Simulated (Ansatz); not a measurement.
The (10-10) face of hcp Co, ferromagnetic can be cut between different planes. Symmetric, stoichiometric slabs relaxed in the 1x1 cell (10.1 Å²): top plane Co, 0.72 Å over the next in the ideal cut; top plane Co, 1.44 Å over the next in the ideal cut.

The numbers are results of PBE (plane waves to 420 eV, PAW; Ansatz, a first-principles code), not measurements.

### Question
Rank these by surface energy (lowest first), as PBE gives it.

### Answer
the cut with an outer spacing of 0.72 Å (2.29 J/m²), the cut with an outer spacing of 1.44 Å (2.89 J/m²)
